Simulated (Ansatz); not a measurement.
Consider WC (space group P-6m2, No. 187; a = 2.899 Å, c = 2.827 Å; relaxed with 0.1 eV smearing). Axes: x lies along a and z along c of the hexagonal cell.

The change: the symmetric strain tensor [0.0040 0.0083 -0.0097; 0.0083 0.0119 0.0151; -0.0097 0.0151 -0.0142]; the atoms relax in the strained cell.

Levels (all Ansatz, a program for electronic structure, PAW, earlier PAW set): PBEsol (420 eV, without spin-orbit coupling); PBEsol+SOC (420 eV, with spin-orbit coupling).

The geometry is relaxed with PBEsol.

* **PBEsol pressure**: 1.1 GPa

With PBEsol+SOC at the same geometry, the pressure drops by 0.3 GPa (1.1 GPa → 0.8 GPa).

Single points use the geometry relaxed with PBEsol. The spin-orbit shifts are approximate. No phonon test of stability was made. The runs without spin-orbit coupling are not spin-polarised.
